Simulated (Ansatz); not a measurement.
## BaTiO3: pressure series

Consider BaTiO₃ (space group P4mm, No. 99; a = 3.972 Å, c = 4.113 Å).

Cell and atoms are relaxed at each pressure.

The values are results of r2SCAN (Ansatz, a first-principles code, PAW, spin-orbit coupling left out), not measurements.

Computed cases, in order: pressure −2 GPa; pressure −1 GPa; 0 GPa (base); pressure 1.8 GPa; pressure 4.2 GPa; pressure 9 GPa; pressure 18 GPa; pressure 30 GPa; pressure 45 GPa; pressure 60 GPa.

Task: Between which two neighbouring cases does the gap turn between direct and indirect?

Result: Between pressure 9 GPa (2.30 eV, indirect, A → Γ) and pressure 18 GPa (2.38 eV, direct at Γ). The whole series: pressure −2 GPa: 2.21 eV, indirect, A → Γ; pressure −1 GPa: 2.22 eV, indirect, A → Γ; 0 GPa (base): 2.23 eV, indirect, A → Γ; pressure 1.8 GPa: 2.24 eV, indirect, A → Γ; pressure 4.2 GPa: 2.26 eV, indirect, A → Γ; pressure 9 GPa: 2.30 eV, indirect, A → Γ; pressure 18 GPa: 2.38 eV, direct at Γ; pressure 30 GPa: 2.41 eV, direct at Γ; pressure 45 GPa: 2.43 eV, direct at Γ; pressure 60 GPa: 2.44 eV, direct at Γ.

Load acts through the strain it causes; cell and atoms are relaxed under it. Whether these cells are dynamically stable was not tested. Competing high-pressure phases were not computed. All final runs are without spin polarisation. Along this pressure series the structure jumps between pressure 9 GPa and pressure 18 GPa; cells beyond that are another form of it. Labels are those of the standard path for the cell's own space group.
